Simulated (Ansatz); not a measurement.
We consider AlN (Fm-3m, No. 225, 2 atoms in the cell; start mp-1330; high-pressure phase), described by r²SCAN (Ansatz, a program for electronic structure, plane waves, PAW).

Numerical settings: plane-wave cutoff 560 eV, 14×14×14 k mesh, Fermi–Dirac smearing 0.01 eV, scalar-relativistic PAW data made under PBE.

Cell (relaxed at this level):

```cif
data_AlN
_chemical_formula_sum 'Al1 N1'
_space_group_name_H-M_alt 'P 1'
_space_group_IT_number 1
_cell_length_a 2.85511
_cell_length_b 2.85511
_cell_length_c 2.85511
_cell_angle_alpha 60.000
_cell_angle_beta 60.000
_cell_angle_gamma 60.000
loop_
_space_group_symop_operation_xyz
  'x, y, z'
loop_
_atom_site_label
_atom_site_type_symbol
_atom_site_fract_x
_atom_site_fract_y
_atom_site_fract_z
_atom_site_occupancy
Al1 Al 0.50000 0.50000 0.50000 1
N1 N 0.00000 0.00000 0.00000 1
```

Estimate the band gap and smallest direct gap on the k points sampled that the calculation returns.


- band gap = 5.52 eV (indirect)
- smallest direct gap on the k points sampled = 6.53 eV

Cost on a shared machine: around 4 core-seconds (rough).

A start named mp-… is a Materials Project structure, which need not be a measured phase.
